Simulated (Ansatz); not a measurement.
```
AlRu
1.0
    2.97615     0.00000     0.00000
    0.00000     2.97615     0.00000
    0.00000     0.00000     2.97615
Al Ru
1 1
Direct
  0.00000   0.00000   0.00000
  0.50000   0.50000   0.50000
```

The cell was generated from a structure type, relaxed within its symmetry, and need not be the phase found at ambient conditions.

Problem. By how much do the lattice constants and the volume change from 300 K to 450 K (quasi-harmonic lattice dynamics, DFT at the PBEsol level (Ansatz, a program for electronic structure)), and how far does the bulk modulus soften?

Solution. a by 0.13 %, the volume by 0.39 %; B_T goes from 211 to 207 GPa. Whether this phase is the stable one at each condition was not tested.
